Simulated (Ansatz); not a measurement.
Start from GaP in the zinc blende structure (space group F-43m, No. 216).

```yaml
crystal:
  lattice:
    - [0.00000, 2.75299, 2.75299]
    - [2.75299, 0.00000, 2.75299]
    - [2.75299, 2.75299, 0.00000]
  atoms:
    - { symbol: Ga, position: [0.00000, 0.00000, 0.00000] }
    - { symbol: P, position: [0.25000, 0.25000, 0.25000] }
```

Cartesian axes are those of the cell as printed.

Method: PBE/PAW in Ansatz (a first-principles code), no spin-orbit coupling.

The change: the cell is scaled by 1.0150 in all directions; the atoms relax in the strained cell.

Question: Predict the stress tensor and what it implies for the stiffness.

Answer: Stress of the strained cell less that of the base (GPa, compression positive):
```
  -3.10    0.00    0.00
   0.00   -3.10    0.00
   0.00    0.00   -3.10
```

Then B = −ΔP/(ΔV/V₀) with ΔV/V₀ = 0.0457 gives secant stiffness values (nonlinear terms included at this strain): B ≈ 68 GPa.

As a check, the harmonic strain energy −½ V₀ Δσ:ε is 9.1 meV/atom; the computed energy rise is 9.6 meV/atom.

Gaps are Kohn–Sham eigenvalue differences; semilocal functionals usually give less than the measured gap. No phonon test of stability was made. The real GaP has an indirect gap at ambient pressure; PBE orders its close-lying valleys differently.
